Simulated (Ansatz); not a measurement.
The starting structures come from a database of crystals and need not be the phases stable at ambient conditions.

By PBEsol, the system below comes out a metal.

Without scattering a metal conducts by its projected Fermi surface.

Input:

```xyz
2
Lattice="4.3018 0.0000 0.0000 2.1509 4.2134 0.0000 2.1509 -0.3660 1.1867" Properties=species:S:1:pos:R:3 pbc="T T T"
Mn     5.7357     2.8855     0.8900
Mn     2.8679     0.9618     0.2967
```

Space group of this cell: P6_3/mmc, hcp (Mg type). The cell is taken as given; by PBEsol its mean pressure is -11.7 GPa.

The current flows along the normal of the first two printed cell vectors, the (111) plane of the conventional cell. No spin-orbit coupling; the value is a mean over 0.1 eV about the Fermi level.

State the ballistic conductance per area according to PBEsol (Ansatz, a program for electronic structure).

1.5 × 10¹⁵ S/m² for both spins.
